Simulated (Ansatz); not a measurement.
The reference is Y in the hcp (Mg type) structure (space group P6_3/mmc, No. 194; relaxed with 0.1 eV smearing).

Space group P6₃/mmc (No. 194); a = b = 3.594 Å, c = 5.610 Å, α = β = 90.00°, γ = 120.00°

| atom | site | symmetry | x | y | z |
|---|---|---|---|---|---|
| Y | 2c | -6m2 | 0.3333 | 0.6667 | 0.2500 |

The values are results of Kohn–Sham DFT with the PBEsol functional, run in Ansatz (a first-principles code) with PAW and 420 eV plane waves, scalar-relativistic without spin-orbit coupling, not measurements.

Before the change:

* **Pressure**: 0.0 GPa

Perturbation: an isotropic linear strain of +1.50 %, atoms relaxed at fixed cell.

Q: Estimate the effect on the energy relative to the base.

A: The energy goes up by 8.1 meV/atom.

Q: What does the calculation give for the pressure after the change?

A: The pressure (mean of the normal stresses, compression positive) goes from zero to -1.8 GPa.

Whether these cells are dynamically stable was not tested. All final runs are without spin polarisation.
